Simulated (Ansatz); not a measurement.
Output of an Ansatz run (abridged):

```
WARN ansatz: RAYON_NUM_THREADS=1 ignored (pool sized by the plan → 1); use --threads N
Pseudopotentials: kind: paw
Pseudopotential: Ca, paw, valence charge 10
Pseudopotential: Mg, paw, valence charge 10
Crystal: 4 atoms, lattice volume = 127.086 Å³
Basis set: ecut = 420 eV, 2489 PW (Γ)
Bands: 24, of which v1, the nominal top of the filled ones, is band 20 counted from 1 (19 counted from 0)
Symmetry: 8 space group operations
Space group: Pmma (ITA 51), of the structure as read, at distance tolerance 5.0e-5 Å
k-points: 80 of 324
PAW frozen core: Ca, regenerated for the run's functional, and the local potential with it
PAW frozen core: Mg, regenerated for the run's functional, and the local potential with it
Initial density: superposition of atomic densities (neutral atoms: chi_scale 0, normalization atom), corrected by the library's trained network
Initial wavefunctions: pseudopotential atomic-orbital guess
Eigensolver: davidson
Functional: x = slater, c = lda
SCF iter   1: F=—  HF=-7348.796014 eV  |F-HF|=—  |Δ(HF+E_count)|=         —  Δρ=4.53e-3  dr2=9.89e-3  ethr=1.77e-3  ⟨swp⟩=8.8  Hψ=22555  notcnv=0
all-band conjugate gradients solve this SCF's bands
automatic band count: the SCF goes on with 28 bands, as 24 were too few: the levels above may hold too much charge
preconditioner: auto → Kerker (q_TF=auto, 2.250 Å⁻¹)
SCF iter   2: F=—  HF=-7348.789656 eV  |F-HF|=—  |Δ(HF+E_count)|=   6.36e-3  Δρ=2.02e-3  dr2=2.43e-3  ethr=2.47e-5  ⟨swp⟩=2.0  Hψ=3941  notcnv=0
SCF iter   3: F=—  HF=-7348.789387 eV  |F-HF|=—  |Δ(HF+E_count)|=   2.69e-4  Δρ=5.77e-4  dr2=3.62e-4  ethr=6.08e-6  ⟨swp⟩=2.0  Hψ=3401  notcnv=0
SCF iter   4: F=—  HF=-7348.789414 eV  |F-HF|=—  |Δ(HF+E_count)|=   2.73e-5  Δρ=9.73e-5  dr2=1.73e-5  ethr=9.04e-7  ⟨swp⟩=2.0  Hψ=2514  notcnv=0
SCF iter   5: F=—  HF=-7348.789407 eV  |F-HF|=—  |Δ(HF+E_count)|=   6.38e-6  Δρ=1.78e-5  dr2=1.59e-7  ethr=4.33e-8  ⟨swp⟩=2.5  Hψ=3587  notcnv=0
SCF iter   6: F=-7348.789407 eV  HF=-7348.789407 eV  |F-HF|=1.16e-8  |Δ(HF+E_count)|=   1.96e-8  Δρ=3.99e-6  dr2=2.11e-8  ethr=2.50e-10  ⟨swp⟩=6.3  Hψ=9435  notcnv=0
SCF 1 converged in 6 iterations: F = -7348.789407 eV  dr2 = 2.11e-8
SCF converged after 6 iterations
Free energy (F): -7348.789407 eV
Harris-Foulkes:  -7348.789407 eV  (|F-HF|=1.16e-8)
Internal energy: -7348.677871 eV  (E = F + TS)
E sigma→0 (E₀):  -7348.733639 eV
Entropy (-TS):   -0.111537 eV (-27.884 meV/atom)
Fermi energy:    4.962288 eV
--- Per-component energies (eV) ---
  E_band       = -1062.765125
  E_kinetic    = 700.833243
  E_local      = -5013.889353  (includes V_loc(G=0)·N_el)
  E_nonlocal   = 327.920833
  E_hartree    = 1761.006512
  E_xc         = -323.493064
  E_vxc        = -408.947893  (∫ρ·V_xc dr)
  E_paw        = -2175.626854  (= ΣΔE_a)
  E_vpaw       = -190.688916  (= ΣTr[D̂ρ^β])
  E_aug_tail   = -0.000008  (compensation charges beyond the density's cutoff)
  E_ewald      = -2626.296469
  E_core_change = 0.867290  (= ΣΔE_core)
  E_smearing   = -0.111537  (= −TS)
  E_closure    = -0.000000  (closes the sum)
  Σ components = -7348.789407   (vs F -7348.789407, Δ=0.00e0)
--- Forces (eV/Å), atoms counted from 1 ---
  atom   1  Ca     0.00000000     0.00000000    -0.00193640
  atom   2  Ca     0.00000000     0.00000000     0.00193640
  atom   3  Mg     0.00000000     0.00000000     0.01199033
  atom   4  Mg     0.00000000     0.00000000    -0.01199033
  max |Σ_I F_I| component: 0.00e0 eV/Å
--- Stress (GPa, compression-positive) ---
       -2.359264       0.000000       0.000000
        0.000000      -2.201680       0.000000
        0.000000       0.000000      -2.519472
  P = ⅓ Tr σ = -2.3601 GPa (-23.601 kbar)
  The stress holds the Pulay correction. Without it, at fixed plane waves, as pw.x and ABINIT print it: P = -2.3628 GPa
--- Band table (eV; the first three rows and the last of 80) ---
  k-point 0: bands = ["-70.2463", "-70.2463", "-37.6738", "-37.6733", "-37.6730", "-37.6730", "-37.6729", "-37.6725", "-36.2466", "-36.2399", "-17.5193", "-17.5189", "-17.4665", "-17.4658", "-17.4607", "-17.4508", "-0.1198", "3.0018", "4.5968", [...]
  k-point 1: bands = ["-70.2463", "-70.2463", "-37.6738", "-37.6732", "-37.6731", "-37.6730", "-37.6729", "-37.6725", "-36.2461", "-36.2403", "-17.5158", "-17.5157", "-17.4700", "-17.4698", "-17.4601", "-17.4515", "0.0190", "2.6870", "4.2877", [...]
  k-point 2: bands = ["-70.2463", "-70.2463", "-37.6736", "-37.6732", "-37.6731", "-37.6730", "-37.6729", "-37.6727", "-36.2449", "-36.2415", "-17.5068", "-17.5064", "-17.4801", "-17.4795", "-17.4583", "-17.4533", "0.4262", "1.8929", "4.5006", [...]
  k-point 79: bands = ["-70.2463", "-70.2463", "-37.6742", "-37.6742", "-37.6736", "-37.6736", "-37.6725", "-37.6725", "-36.2384", "-36.2384", "-17.5322", "-17.5322", "-17.5168", "-17.5168", "-17.4540", "-17.4540", "3.0579", "3.0579", "4.4859", [...]
```

The structure:

```
CELL_PARAMETERS angstrom
      5.69089     0.00000     0.00000
      0.00000     3.90916     0.00000
      0.00000     0.00000     5.71262
ATOMIC_POSITIONS crystal
  Ca 0.75000 0.50000 0.74543
  Ca 0.25000 0.50000 0.25457
  Mg 0.75000 0.00000 0.24229
  Mg 0.25000 0.00000 0.75771
```

Reconstruct the input of this run.

Other spellings and defaults could give the same log, and not every line can be read from it. The input that was run (DFT, LDA (PW92), plane waves, default PAW files made with PBE):

Ansatz 0.2 input:
```yaml
# CaMg
crystal:
  lattice:
    - [5.69089300, 0.00000000, 0.00000000]
    - [0.00000000, 3.90915900, 0.00000000]
    - [0.00000000, 0.00000000, 5.71262100]
  atoms:
    - { symbol: Ca, position: [0.75000000, 0.50000000, 0.74543000] }
    - { symbol: Ca, position: [0.25000000, 0.50000000, 0.25457000] }
    - { symbol: Mg, position: [0.75000000, 0.00000000, 0.24229000] }
    - { symbol: Mg, position: [0.25000000, 0.00000000, 0.75771000] }
basis:
  ecutwfc: 420.0
kpoints:
  mp_grid: { grid: [6, 9, 6] }
hamiltonian:
  xc: lda
  pseudopotentials: { kind: paw }
scf:
  occupations: { method: fermi_dirac, width: 0.1 }
output:
  forces: true
  eigenvalues: true
  stress: true
```

The starting cell comes from a database of computed structures (which also holds hypothetical and non-ambient phases and stackings), without a prior relaxation at this level. Its lattice was rescaled by up to half a per cent. Ansatz's pressure includes its estimate of the finite-basis (Pulay) stress.

Ansatz is a first-principles code.
